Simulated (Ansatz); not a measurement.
For BAs (model structure, started from the CdTe type, P6₄22, No. 181, 6 atoms in the cell), PBE in Ansatz (plane waves, PAW) gives:

- lattice constant a: 3.459 Å
- lattice parameter c: 7.482 Å
- cohesive energy: 4.19 eV/atom
- band gap: 0.48 eV

What does r²SCAN+rVV10 (Ansatz, a first-principles code, PAW) give for the same quantities?


- lattice constant a: 3.440 Å (decreases by 0.5 %)
- lattice parameter c: 7.445 Å (shrinks by 0.5 %)
- cohesive energy: 4.32 eV/atom (rises by 0.13 eV/atom)
- band gap: 0.64 eV (rises by 0.16 eV)

Changes are worked out from the printed values.

Unless a cell is named, each level is at its own relaxed cell (PBE 12.92, r²SCAN+rVV10 12.72 Å³/atom).

Levels without +SOC have no spin–orbit coupling; where heavier elements are present it shifts gaps, mostly down, and can invert bands. Density-functional gaps are differences of (generalised) Kohn–Sham levels.

Ansatz's density-functional and Hartree–Fock values are scalar-relativistic unless marked +SOC, with PAW data made under PBE.

A model structure was made by putting elements into a prototype or built by hand; it is no filed structure, need not be a known phase, and can be a saddle point held by its symmetry.
